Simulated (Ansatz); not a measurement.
Consider ZrO2 (space group P4_2/nmc, No. 137; a = 3.5844 Å, c = 5.1771 Å). Axes: x, y, z lie along a, b, c of the conventional cell.

Now apply this change: the symmetric strain tensor [-0.0058 -0.0057 -0.0012; -0.0057 -0.0109 0.0039; -0.0012 0.0039 0.0103], atoms relaxed at fixed cell.

Levels (all Ansatz, a first-principles code, PAW): PBEsol (420 eV, no SOC); r2SCAN (500 eV, no spin-orbit coupling); HSE06 (420 eV, spin-orbit coupling left out).

One geometry, relaxed with PBEsol, under each level:

| level | band gap | lowest conduction level above the VBM at special points | pressure |
|---|---|---|---|
| PBEsol | 4.08 eV | Γ 4.08 eV; Y 4.48 eV; Z 4.51 eV; V 4.55 eV | 2.32 GPa |
| r2SCAN | 4.69 eV | Γ 4.69 eV; Y 5.06 eV; Z 5.09 eV; V 5.13 eV | 6.03 GPa |
| HSE06 | (withheld) | (withheld) | – |

Question: Give the withheld HSE06 results.

Answer: 
- HSE06, band gap: 5.79 eV
- HSE06, lowest conduction level above the VBM at special points: Γ 5.79 eV; Y 6.18 eV; Z 6.22 eV

Single points use the geometry relaxed with PBEsol. Their cutoffs differ, which shifts pressures a little. HSE06 was sampled on its mesh, a few special points and the semilocal edge points, so its gap is an upper bound. Stability against distortions was not tested. This is not the structure that ZrO2 has at room temperature and ambient pressure. Labels are those of the standard path for the cell's own space group.
